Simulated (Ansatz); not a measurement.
## Convergence study of the k-point mesh at a smearing width of 0.02 eV for In (I4/mmm, 1 atom in the cell)

```
In
1.0
   -1.62987     1.62987     2.48243
    1.62987    -1.62987     2.48243
    1.62987     1.62987    -2.48243
In
1
Direct
  0.00000   0.00000   0.00000
```

Computed with PBE, PAW files (plane waves; Ansatz, a program for electronic structure).

Base settings: basis.ecutwfc = 420 eV; kpoints.mp_grid.grid = 14 14 14; hamiltonian.xc = pbe; hamiltonian.pseudopotentials = {kind: paw} (the program's default PAW files); scf.occupations.method = fermi_dirac; scf.occupations.width = 0.1 eV.

In this ladder: scf.occupations.width = 0.02 eV.

Only quantities that move along the ladder and can be compared are tabulated.

The count of work is k-points × plane waves × bands × iterations; it is no time. 

The starting cell has typed, rounded lattice constants, without a prior relaxation at this level. Its lattice was rescaled by up to half a per cent. Ansatz's pressure includes its estimate of the finite-basis (Pulay) stress.

Steps (kpoints.mp_grid.grid): 5 5 5; 6 6 6; 7 7 7; 9 9 9; 11 11 11; 13 13 13; 15 15 15; 19 19 19; 28 28 28; 34 34 34.

Problem. What is the coarsest kpoints.mp_grid.grid that holds the pressure within 0.5 GPa of the last step, with all finer ones?

Solution. 6 6 6, at 0.011 of the last step's count of work; the step before is off by 0.95 GPa.

Problem. What is the coarsest kpoints.mp_grid.grid that holds the free energy within 5 meV/atom of the last step, with all finer ones?

Solution. 11 11 11, at 0.044 of the last step's count of work; the step before is off by 16 meV/atom.

| kpoints.mp_grid.grid | free energy less the last step's (meV/atom) | pressure (GPa) | count of work / last |
|---|---|---|---|
| 5 5 5 | 49.12 | 2.54 | 0.0063 |
| 6 6 6 | -26.97 | 1.33 | 0.011 |
| 7 7 7 | 9.69 | 1.25 | 0.014 |
| 9 9 9 | 15.81 | 1.78 | 0.026 |
| 11 11 11 | 2.43 | 1.62 | 0.044 |
| 13 13 13 | -1.54 | 1.66 | 0.069 |
| 15 15 15 | 0.84 | 1.56 | 0.10 |
| 19 19 19 | 0.11 | 1.65 | 0.19 |
| 28 28 28 | 0.35 | 1.64 | 0.58 |
| 34 34 34 | 0.00 | 1.59 | 1.0 |

Keys are those of Ansatz 0.2.
